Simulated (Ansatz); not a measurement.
The parent structure is BaZrO3 in the cubic perovskite structure (space group Pm-3m, No. 221; a = 4.181 Å).

Level of theory: plane-wave PAW DFT at the PBEsol level (Ansatz, an electronic-structure program, 420 eV), no spin-orbit coupling.

For the base:

The pressure is -0.01 GPa.

One thing is altered: the cell is scaled by 0.9820 in all directions; the atoms relax in the strained cell.

Task: Predict the new pressure.

Result: The pressure goes up by 10.02 GPa to 10.01 GPa.

Task: Estimate the effect on the energy relative to the base.

Result: The energy rises by 23 meV/atom.

No phonon test of stability was made.
